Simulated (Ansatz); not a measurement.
**ZnSe (model structure, started from the PtS type, P4₂/mmc, No. 131, 4 atoms in the cell): equilibrium volume per atom by level of theory**

No measured value is used here.

| level (code) | value (Å³/atom) |
|---|---|
| PBE (Ansatz) | 25.13 |
| PBEsol (Ansatz) | 23.67 |
| PBE-D3(BJ) (Ansatz) | 23.93 |

Ansatz's density-functional and Hartree–Fock values are scalar-relativistic unless marked +SOC, with PAW data made under PBE.

A model structure was made by putting elements into a prototype or built by hand; it is no filed structure, need not be a known phase, and can be a saddle point held by its symmetry.

Ansatz is a first-principles code.
